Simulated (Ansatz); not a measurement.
This Ansatz (an electronic-structure program) input is the reference run, ZnS in the wurtzite structure (space group P6_3mc, No. 186), computed with PBEsol in Ansatz (plane waves to 420 eV, PAW, scalar-relativistic without spin-orbit coupling):

Ansatz 0.2 input:
```yaml
crystal:
  lattice:
    - [3.7821644474, 0, 0]
    - [-1.8910822237, 3.2754504927, 0]
    - [0, 0, 6.2076548717]
  atoms:
    - { symbol: Zn, position: [0.3333333333, 0.6666666667, 0.0004206374] }
    - { symbol: Zn, position: [0.6666666667, 0.3333333333, 0.5004206374] }
    - { symbol: S, position: [0.3333333333, 0.6666666667, 0.3745793626] }
    - { symbol: S, position: [0.6666666667, 0.3333333333, 0.8745793626] }
basis: { ecutwfc: 420, ecutrho_ratio: 4, xc_grid: 2, fft_grid_basis: typed }
kpoints: { mp_grid: { grid: [10, 10, 6] } }
hamiltonian:
  xc: pbesol
  dispersion: none
  pseudopotentials: { kind: paw }
scf: { occupations: { method: fermi_dirac, width: 0.05 }, convergence: { dr2_threshold: 0.0000000004 } }
output: { forces: true, stress: true }
checkpoint: { write: state.ck, write_every: 1000 }
```

Write the input for this change: the cell is compressed by 2.40 % along z with no lateral relaxation; the atoms relax in the strained cell.


Ansatz 0.2 input:
```yaml
crystal:
  lattice:
    - [3.7821644474, 0, 0]
    - [-1.8910822237, 3.2754504927, 0]
    - [0, 0, 6.0586711548]
  atoms:
    - { symbol: Zn, position: [0.3333333333, 0.6666666667, 0.0004206374] }
    - { symbol: Zn, position: [0.6666666667, 0.3333333333, 0.5004206374] }
    - { symbol: S, position: [0.3333333333, 0.6666666667, 0.3745793626] }
    - { symbol: S, position: [0.6666666667, 0.3333333333, 0.8745793626] }
basis: { ecutwfc: 420, ecutrho_ratio: 4, xc_grid: 2, fft_grid_basis: typed }
kpoints: { mp_grid: { grid: [10, 10, 6] } }
hamiltonian:
  xc: pbesol
  dispersion: none
  pseudopotentials: { kind: paw }
scf: { occupations: { method: fermi_dirac, width: 0.05 }, convergence: { dr2_threshold: 0.0000000004 } }
relax: { f_tol: 0.005, max_steps: 50 }
output: { forces: true, stress: true }
checkpoint: { write: state.ck, write_every: 1000 }
```
This is the input that was run.

Stability against distortions was not tested.
